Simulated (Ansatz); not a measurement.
An Ansatz (a quantum-chemistry and plane-wave program) input (Ansatz PBEsol, no spin-orbit coupling, earlier PAW set):

Ansatz 0.2 input:
```yaml
crystal:
  lattice:
    - [2.8624011195, 0, 0]
    - [0, 2.8624011195, 0]
    - [0, 0, 2.8624011195]
  atoms:
    - { symbol: H, position: [0, 0, 0] }
    - { symbol: H, position: [0.5, 0.5, 0.5] }
    - { symbol: H, position: [0, 0.5, 0.25] }
    - { symbol: H, position: [0, 0.5, 0.75] }
    - { symbol: H, position: [0.25, 0, 0.5] }
    - { symbol: H, position: [0.75, 0, 0.5] }
    - { symbol: H, position: [0.5, 0.75, 0] }
    - { symbol: H, position: [0.5, 0.25, 0] }
basis: { ecutwfc: 420, ecutrho_ratio: 4, xc_grid: 2, fft_grid_basis: typed }
kpoints: { mp_grid: { grid: [16, 16, 16] } }
hamiltonian:
  xc: pbesol
  dispersion: none
  pseudopotentials: { azcp: { folder: ./paw }, kind: paw }
scf: { occupations: { method: fermi_dirac, width: 0.05 }, convergence: { dr2_threshold: 0.0000000008 } }
output: { forces: true, stress: true }
checkpoint: { write: state.ck, write_every: 1000 }
```

Question: Which symmetry and how many k-points will the program report, and about how many plane waves at Γ?

Answer: Space group Pm-3n (ITA 223) with 48 operations, k-points 165 of 4096, and 461 plane waves at Γ.

Whether these cells are dynamically stable was not tested. The cell was made from W by this change: W → H; the result is a hypothetical phase, not in the database extracts checked.
